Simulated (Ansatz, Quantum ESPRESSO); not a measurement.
Code comparison for W (Im-3m, 1 atom in the cell)

Self-consistent single point.

```xyz
1
Lattice="-1.5459 1.5459 1.5459 1.5459 -1.5459 1.5459 1.5459 1.5459 -1.5459" Properties=species:S:1:pos:R:3 pbc="T T T"
W      0.0000     0.0000     0.0000
```

Shared settings, as Ansatz (a quantum-chemistry and plane-wave program) writes them: kpoints.mp_grid.grid = 12 12 12; magnetization.spin_orbit = true; scf.occupations.method = fermi_dirac; scf.occupations.width = 0.1 eV. Potentials and cutoffs stand in the table.

```
code                                                                                                       model  pressure (GPa)   cutoff
----------------  ----------------------------------------------------------------------------------------------  --------------  -------
Quantum ESPRESSO  PBE, spin-orbit coupling, PseudoDojo fully relativistic norm-conserving (PBE) pseudopotentials           33.01    75 Ry
Ansatz                                                           PBE with spin-orbit coupling, default PAW files           32.15  default
```

The spread over the programs that give each value: pressure within 0.86 GPa.

Ansatz's pressure is given at a fixed set of plane waves, as the other plane-wave codes print theirs; with its correction for the finite basis it is 32.24 GPa.

The starting cell has typed, rounded lattice constants, without a prior relaxation at this level. Its lattice was rescaled by a random factor within 2.5 % of one.

Left out of this page: ABINIT (with a known weakness of the program); Elk, FLEUR and SIESTA (not drawn, or without a comparable value).

Keys are those of Ansatz 0.2.
